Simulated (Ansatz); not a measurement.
## Quick settings and what they miss: ZnCu₂SnS₄ (I-4, 8 atoms in the cell)

Self-consistent single point.

```yaml
crystal:
  lattice:
    - [-2.74437, 2.74437, 5.48967]
    - [2.74437, -2.74437, 5.48967]
    - [2.74437, 2.74437, -5.48967]
  atoms:
    - { symbol: Zn, position: [0.75000, 0.25000, 0.50000] }
    - { symbol: Cu, position: [0.00000, 0.00000, 0.00000] }
    - { symbol: Cu, position: [0.25000, 0.75000, 0.50000] }
    - { symbol: Sn, position: [0.50000, 0.50000, 0.00000] }
    - { symbol: S, position: [0.36432, 0.37124, 0.47758] }
    - { symbol: S, position: [0.62876, 0.10634, 0.99308] }
    - { symbol: S, position: [0.89366, 0.88674, 0.52242] }
    - { symbol: S, position: [0.11326, 0.63568, 0.00692] }
```

Method: LDA (PW92), harder PAW files (source: ansatz) made with PBE (plane waves; Ansatz, an electronic-structure program).

Base settings: basis.ecutwfc = 700 eV; kpoints.mp_grid.grid = 7 7 7; kpoints.mp_grid.shift = 0.5 0.5 0.5; hamiltonian.xc = lda; hamiltonian.pseudopotentials = {kind: paw, source: ansatz}; scf.occupations.method = cold; scf.occupations.width = 0.136 eV.

Tight run (finer mesh or higher cutoff; not a proven limit): basis.ecutwfc: 700 eV → 980 eV; kpoints.mp_grid.grid: 7 7 7 → 10 10 10; scf.convergence.dr2_threshold: default (1e-07 eV) → 1e-09 eV; width narrowed by the program to 0.0364 eV. It gave top of the valence band (on the code's own zero) 7.93 eV; gap on the k-point mesh 0.24 eV; pressure -6.51 GPa; largest force (vector length) 0.164 eV/Å.

Quick runs, as changes from the base:
- A: basis.ecutwfc: 700 eV → 420 eV; kpoints.mp_grid.grid: 7 7 7 → 6 6 6; scf.occupations.method: cold → gaussian; scf.occupations.width: 0.136 eV → 0.272 eV
- B: basis.ecutwfc: 700 eV → 350 eV; kpoints.mp_grid.grid: 7 7 7 → 2 2 2; hamiltonian.xc: lda → pbesol [PBEsol]
- C: basis.ecutwfc: 700 eV → 490 eV; kpoints.mp_grid.grid: 7 7 7 → 8 8 8; scf.convergence.dr2_threshold: default (1e-07 eV) → 0.001 eV; width narrowed by the program to 0.0458 eV
- D: basis.ecutwfc: 700 eV → 560 eV; kpoints.mp_grid.grid: 7 7 7 → 6 6 6; scf.convergence.dr2_threshold: default (1e-07 eV) → 0.0001 eV; width narrowed by the program to 0.0603 eV
- E: basis.ecutwfc: 700 eV → 490 eV; kpoints.mp_grid.grid: 7 7 7 → 4 4 4; hamiltonian.xc: lda → pbesol; width narrowed by the program to 0.0927 eV [PBEsol]

Dashes: gap of A, left out as unsure on this mesh or at this smearing; time of A, B, E, under 30 s; energy of B, E, another energy zero.

Gaps are read on each run's own mesh, which may miss the band edges.

† marks runs with another functional, U, potentials or spin treatment: their distance from the tight run is not a convergence error alone.

The count of work is k-points × plane waves × bands × iterations; it is no time. Core times come from one kind of shared machine and are given to one figure; runs under 30 s give none.

Pressures in the table are Ansatz's without its Pulay estimate, at a fixed set of plane waves; the tight run's value above holds the estimate.

The starting cell comes from a database of computed structures (which also holds hypothetical and non-ambient phases and stackings), without a prior relaxation at this level. Its lattice was rescaled by a random factor within 2.5 % of one. In the base run, with a pressure of about -7 GPa the cell is away from its equilibrium volume at this level. The shifted mesh does not hold Γ, so a gap read on it misses any band edge there.

```
run  energy less tight (meV/atom)  pressure less tight (GPa)  largest miss in a force vector (eV/Å)  gap on the mesh less tight (eV)  count of work / tight  core time / tight (rough)
---  ----------------------------  -------------------------  -------------------------------------  -------------------------------  ---------------------  -------------------------
A                           771.7                     -44.35                                  0.020                                –                  0.034                          –
B†                              –                    -202.18                                  0.176                            0.905                 0.0023                          –
C                           109.0                      -8.04                                  0.012                            0.073                   0.10                       0.09
D                            12.6                      -1.11                                  0.004                            0.192                  0.061                       0.05
E†                              –                      -5.11                                  0.048                            0.451                  0.017                          –
```

Among the runs at the tight run's level, the energy misses run from 12.6 to 771.7 meV/atom.

Left out of this page: 1 run of the series with a known weakness of the program.

Keys are those of Ansatz 0.2.
